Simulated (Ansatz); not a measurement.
Take ZnSe in the zinc blende structure (space group F-43m, No. 216; a = 5.666 Å) as the base. Axes: x, y, z lie along the cube axes.

The values are results of Ansatz (an electronic-structure program) r2SCAN, no spin-orbit coupling, not measurements.

Base values:

- Band gap: 1.87 eV

One thing is altered: compressive biaxial strain of 0.83 % in the plane normal to [111], as in epitaxy on a mismatched substrate; the out-of-plane cell vector and the atoms relax.

Task: What does the calculation give for the energy relative to the base and band gap after the change?

Result: The energy rises by 1.3 meV/atom; the band gap grows by 0.02 eV to 1.89 eV.

Gaps are read on the SCF mesh and a high-symmetry path. No phonon test of stability was made.
